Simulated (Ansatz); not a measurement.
We consider L1₀ (CuAu-type) FePt, described by r²SCAN (Ansatz, a quantum-chemistry and plane-wave program, PAW).

Settings: plane-wave cutoff 500 eV, 20×20×16 k mesh (along the axes of the cell as run), Fermi–Dirac smearing 0.1 eV, spin-polarised with parallel moments, scalar-relativistic PAW data made under PBE.

Cell (relaxed at this level):

```cif
data_FePt
_chemical_formula_sum 'Fe1 Pt1'
_space_group_name_H-M_alt 'P 1'
_space_group_IT_number 1
_cell_length_a 2.73405
_cell_length_b 2.73405
_cell_length_c 3.72421
_cell_angle_alpha 90.000
_cell_angle_beta 90.000
_cell_angle_gamma 90.000
loop_
_space_group_symop_operation_xyz
  'x, y, z'
loop_
_atom_site_label
_atom_site_type_symbol
_atom_site_fract_x
_atom_site_fract_y
_atom_site_fract_z
_atom_site_occupancy
Fe1 Fe 0.00000 0.00000 0.00000 1
Pt1 Pt 0.50000 0.50000 0.50000 1
```

Task: Estimate the magnetic moment (largest site, within a sphere) that the calculation returns.

Result: 
* **magnetic moment (largest site, within a sphere)**: 3.29 μB

Moments are spin moments.

Spin–orbit coupling is not included.

Static lattice: no zero-point or thermal effects.

It cost about 10 core-minutes (a rough figure) of CPU time.
